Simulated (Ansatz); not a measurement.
A computed series for Na: response to strain

Base system: Na in the bcc (W type) structure (space group Im-3m, No. 229; a = 4.173 Å; relaxed with 0.1 eV smearing). Axes: x, y, z lie along the cube axes.

Strains are applied to the cell and any free atomic positions relax; under biaxial strain the out-of-plane vector relaxes too.

The values are results of PBEsol in Ansatz (plane waves to 420 eV, PAW, no spin-orbit coupling), not measurements.

Candidates:
(a) biaxial strain −1.00 %, plane normal [001], relaxed out of plane
(b) biaxial strain +2.00 %, plane normal [001], relaxed out of plane
(c) biaxial strain −3.00 %, plane normal [001], relaxed out of plane

Problem. Order them by ratio −ε⊥/ε∥, lowest first.

Solution. (b) biaxial strain +2.00 %, plane normal [001], relaxed out of plane (1.49), (a) biaxial strain −1.00 %, plane normal [001], relaxed out of plane (1.74), (c) biaxial strain −3.00 %, plane normal [001], relaxed out of plane (1.97)

Whether these cells are dynamically stable was not tested.

Ansatz is a program for electronic structure.
